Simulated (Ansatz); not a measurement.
Migration barriers of interstitials in covalent semiconductors: PBE bands (Ansatz, a program for electronic structure, plane waves to 420 eV, PAW, climbing-image NEB) beside r2SCAN single points (500 eV) at the PBE geometries. Forward barriers of single hops from the lowest site run, static nuclei, no finite-size correction. The rows are a random draw from the bands that converged and passed our checks of state and shape. Saddle orders were checked for a part of the study's bands only and are not shown. Charge states are imposed.

```tsv
Defect	Route	Hop (Å), direction in the unit cell	End over start, densest mesh run (eV)	Cell and PBE mesh	r2SCAN k-points	PBE (eV)	r2SCAN (eV)
interstitial Li in zinc-blende BP, charge +1	Li moves farthest	1.97 along (0.25, -0.25, -0.25)	0.82	64 sites, 2×2×2 shifted	same mesh	1.51	1.57
interstitial Na in zinc-blende GaAs, charge +1	Na moves farthest	2.49 along (0.25, 0.25, 0.25)	0.13	64 sites, one k-point at (0.250, 0.250, 0.250)	same mesh	0.88	?
interstitial Zn in zinc-blende InP, charge +2	Zn moves farthest	4.22 along (0.50, 0.50, 0.00)	0.00	64 sites, one k-point at (0.250, 0.250, 0.250)	same mesh	0.95	1.06
interstitial Cu in zinc-blende GaAs, charge +1	Cu moves farthest	3.32 along (0.40, 0.40, 0.10)	0.00	64 sites, one k-point at (0.250, 0.250, 0.250)	same mesh	0.22	?
interstitial Br in silicon, charge -1	Si moves farthest	1.72 along (0.00, -0.22, -0.22)	0.00	64 sites, 2×2×2 shifted	same mesh	1.38	1.41
interstitial Cu in silicon, charge +1	Cu moves farthest	2.37 along (0.25, 0.25, -0.25)	0.00	64 sites, 2×2×2 shifted	same mesh	0.10	0.03
interstitial Cd in silicon, charge +2	Cd moves farthest	2.36 along (0.25, -0.25, -0.25)	0.00	64 sites, 2×2×2 shifted	same mesh	0.59	0.59
```

Problem. Complete the blanks.

Solution. 
- interstitial Cu in zinc-blende GaAs, charge +1, r2SCAN (eV): 0.30
- interstitial Na in zinc-blende GaAs, charge +1, r2SCAN (eV): 0.92
